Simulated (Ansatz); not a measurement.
Results of r²SCAN in Ansatz (plane waves, PAW) for Cu3Sn (Fm-3m, No. 225, 4 atoms in the cell; start mp-838).

Run with plane-wave cutoff 560 eV, 16×16×16 k mesh, Fermi–Dirac smearing 0.05 eV, no spin polarisation, scalar-relativistic PAW data made under PBE.

Cell (relaxed at this level):

Cu3Sn has the cubic space group Fm-3m (No. 225), Pearson symbol cF16. Conventional cell: a = 6.0853 Å, b = 6.0853 Å, c = 6.0853 Å, α = 90.00°, β = 90.00°, γ = 90.00°. Cu1 on 4b is coordinated by 8 Cu at 2.635 Å and 6 Sn at 3.043 Å. Cu2 on 8c has 4 Sn at 2.635 Å and 4 Cu at 2.635 Å and 6 Cu at 3.043 Å. Sn on 4a has 8 Cu at 2.635 Å and 6 Cu at 3.043 Å. (Neighbours: up to the widest gap in distance over summed covalent radii, below 1.35, at either atom.)
(The calculation used a cell of 4 atoms; values per cell refer to that cell.)

**Question.** Predict the bulk modulus B0.

**Answer.** 
- bulk modulus B0: 126 GPa

Note: the run has no spin polarisation, so it can have missed a magnetic state; the bulk modulus is −V dP/dV from two relaxed cells at ±2 % in volume; the relaxation could not lower the start's symmetry, so the cell can be a saddle point above a distorted one.

Spin–orbit coupling is not included.

Computing time: about 3 core-minutes (a rough figure).

A start named mp-… is a Materials Project structure, which need not be a measured phase.

Ansatz is a first-principles code.
